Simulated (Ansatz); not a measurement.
Results of PBEsol (Ansatz, a program for electronic structure, plane waves, PAW) for NbN (P6₃/mmc, No. 194).

Input file:

Ansatz 0.2 input:
```yaml
crystal:
  lattice:
    - [2.967, 0.0, 0.0]
    - [-1.4835, 2.569497, 0.0]
    - [0.0, 0.0, 5.538]
  atoms:
    - { symbol: N, position: [0.0, 0.0, 0.0] }
    - { symbol: N, position: [0.0, 0.0, 0.5] }
    - { symbol: Nb, position: [0.333333, 0.666667, 0.25] }
    - { symbol: Nb, position: [0.666667, 0.333333, 0.75] }
basis:
  ecutwfc: 520
  ecutrho_ratio: 4
  xc_grid: 2
kpoints:
  mp_grid: { grid: [24, 24, 10] }
hamiltonian:
  xc: pbesol
  dispersion: none
  pseudopotentials: { azcp: { folder: ./paw }, kind: paw }
scf:
  occupations: { method: fermi_dirac, width: 0.05 }
  convergence: { dr2_threshold: 0.0000000004 }
output:
  forces: true
  stress: true
  eigenvalues: true
```

**Question.** How many irreducible k-points, plane waves at Γ does the program set up, and what pressure does the run end with?

**Answer.** 366 irreducible k-points, 1161 plane waves at Γ; P = -3.74 GPa, so the cell is stretched on average and its volume would shrink at this level.

Excerpt of the program's output:

```
WARN the atoms were moved onto the symmetric positions of the space group found under crystal.symmetry.tolerance 1.0e-5 (fractional …
Crystal: 4 atoms, lattice volume = 42.220 Å³
Basis set: ecut = 520 eV, 1161 PW (Γ), exchange–correlation on 48×48×90 points (8 copies of the dense FFT grid, shifted against one another)
Bands: 22, of which v1, the nominal top of the filled ones, is band 18 counted from 1 (17 counted from 0)
Symmetry: 24 space group operations
Space group: P63/mmc (ITA 194), of the structure as read, at distance tolerance 3.5e-5 Å
k-points: 366 of 5760
Initial density: superposition of atomic densities (chi_scale 0.1, normalization cell, long waves kept (reshape's long-wave potential 0.00 eV rms))
Functional: x = pbesol(κ = 0.804, μ = 0.12345679012345678), c = pbesol(β = 0.046)
SCF iter   1: F=—  HF=-9754.512595 eV  |F-HF|=—  |Δ(HF+E_count)|=         —  Δρ=9.91e-2  dr2=5.14e0
SCF iter   2: F=—  HF=-9753.332523 eV  |F-HF|=—  |Δ(HF+E_count)|=    1.18e0  Δρ=4.38e-2  dr2=5.27e-1
  ...
SCF iter   8: F=—  HF=-9753.178448 eV  |F-HF|=—  |Δ(HF+E_count)|=   1.77e-8  Δρ=1.93e-6  dr2=1.22e-9
SCF iter   9: F=-9753.178448 eV  HF=-9753.178448 eV  |F-HF|=1.09e-11  |Δ(HF+E_count)|=  2.44e-10  Δρ=4.15e-7  dr2=5.62e-11
SCF 1 converged in 9 iterations: F = -9753.178448 eV  dr2 = 5.62e-11
SCF converged after 9 iterations
Free energy (F): -9753.178448 eV
Internal energy: -9753.171625 eV  (E = F + TS)
E sigma→0 (E₀):  -9753.175037 eV
Fermi energy:    20.204857 eV
--- Stress (GPa, compression-positive) ---
       -3.318087      -0.000000       0.000000
        0.000000      -3.318087       0.000000
        0.000000       0.000000      -4.575379
  P = ⅓ Tr σ = -3.7372 GPa (-37.372 kbar)
```

The PAW data were made under PBE.

Note: the run has no spin polarisation, so it can have missed a magnetic state. Note: cell and atoms aren't relaxed at this level (pressure -3.7 GPa).

Cost on a shared machine: roughly 28 core-seconds.
